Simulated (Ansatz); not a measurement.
Band structure of HfC (Fm-3m, 2 atoms in the cell).

```
HfC
1.0
    0.00000     2.32000     2.32000
    2.32000     0.00000     2.32000
    2.32000     2.32000     0.00000
Hf C
1 1
Direct
  0.00000   0.00000   0.00000
  0.50000   0.50000   0.50000
```

Method: PBE, PAW files (plane waves; Ansatz, an electronic-structure program).

Settings: basis.ecutwfc = 30.9 Ry; kpoints.mp_grid.grid = 10 10 10; hamiltonian.xc = pbe; hamiltonian.pseudopotentials = {kind: paw} (an earlier, softer set of the program's PAW files); scf.occupations.method = fermi_dirac; scf.occupations.width = 0.0073 Ry; kpoints.band_path.npoints = 8.

The starting cell has typed, rounded lattice constants, without a prior relaxation at this level. Spin-orbit coupling is off.

Levels in eV from the Fermi level, bands 12 to 18:
```json
[
 {"point": "Γ", "12": "-10.99", "13": "1.03", "14": "1.03", "15": "1.03", "16": "1.35", "17": "1.35", "18": "1.35"},
 {"point": "X", "12": "-10.49", "13": "-2.63", "14": "-1.83", "15": "-0.09", "16": "-0.09", "17": "5.30", "18": "6.74"},
 {"point": "W", "12": "-9.64", "13": "-3.02", "14": "-2.75", "15": "-2.75", "16": "3.67", "17": "3.67", "18": "6.76"},
 {"point": "K", "12": "-9.74", "13": "-3.55", "14": "-2.77", "15": "-1.67", "16": "1.57", "17": "5.78", "18": "6.17"},
 {"point": "L", "12": "-8.46", "13": "-6.21", "14": "-3.06", "15": "-3.06", "16": "5.30", "17": "5.30", "18": "5.77"},
 {"point": "U", "12": "-9.74", "13": "-3.55", "14": "-2.77", "15": "-1.67", "16": "1.57", "17": "5.78", "18": "6.17"}
]
```

Bands cross the Fermi level along this path, so the cell is metallic at this level.

Keys are those of Ansatz 0.2.
